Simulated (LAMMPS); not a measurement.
Molecular dynamics of SiO2 (stishovite, a high-pressure form), 1050 atoms, at 1440 K and 2 GPa, heated as the crystal.

All values are model results, not measurements: classical MD, pair style vashishta, file SiO.1990.vashishta; code LAMMPS.

```tsv
frequency (THz)	vibrational (phonon) density of states (1/THz), total	vibrational (phonon) density of states (1/THz), O	vibrational (phonon) density of states (1/THz), Si
0.3270	0.0003	0.0002	0.0001
1.635	0.0077	0.0044	0.0033
2.944	0.0231	0.0136	0.0095
4.252	0.0284	0.0173	0.0111
5.560	0.0329	0.0208	0.0121
6.869	0.0322	0.0207	0.0115
8.177	0.0304	0.0196	0.0108
9.486	0.0306	0.0199	0.0108
10.79	0.0321	0.0208	0.0113
12.10	0.0312	0.0201	0.0111
13.41	0.0322	0.0208	0.0114
14.72	0.0329	0.0211	0.0118
16.03	0.0334	0.0206	0.0128
17.34	0.0337	0.0205	0.0132
18.64	0.0322	0.0190	0.0132
19.95	0.0317	0.0183	0.0134
21.26	0.0326	0.0186	0.0139
22.57	0.0311	0.0178	0.0133
23.88	0.0290	0.0168	0.0122
25.19	0.0263	0.0155	0.0108
26.49	0.0215	0.0131	0.0084
27.80	0.0146	0.0097	0.0049
29.11	0.0110	0.0078	0.0031
30.42	0.0125	0.0094	0.0031
31.73	0.0155	0.0119	0.0037
33.04	0.0176	0.0135	0.0041
34.34	0.0194	0.0152	0.0042
35.65	0.0180	0.0143	0.0037
36.96	0.0165	0.0132	0.0032
38.27	0.0142	0.0116	0.0026
39.58	0.0100	0.0081	0.0019
40.89	0.0068	0.0054	0.0014
42.19	0.0042	0.0033	0.0009
43.50	0.0028	0.0022	0.0006
44.81	0.0021	0.0016	0.0005
46.12	0.0016	0.0012	0.0004
47.43	0.0014	0.0011	0.0004
48.74	0.0012	0.0009	0.0003
50.04	0.0011	0.0008	0.0003
51.35	0.0009	0.0007	0.0002
52.66	0.0009	0.0006	0.0002
53.97	0.0008	0.0006	0.0002
55.28	0.0007	0.0005	0.0002
56.59	0.0007	0.0005	0.0002
57.89	0.0006	0.0005	0.0002
59.20	0.0006	0.0004	0.0002
60.51	0.0005	0.0003	0.0001
61.82	0.0004	0.0003	0.0001
63.13	0.0004	0.0003	0.0001
64.44	0.0003	0.0002	0.0001
```

Read from the full data:
- state found: solid that has left the starting structure; no diffusion seen in 30 ps
- mean frequency of the vibrational (phonon) density of states: 19.5 THz

Caution: enthalpy drifts during the constant-pressure average: a transition or slow ageing; fluctuation values are void. Caution: with SiO.1990.vashishta the 0 K volume of this crystal is 30 % off the measured one.
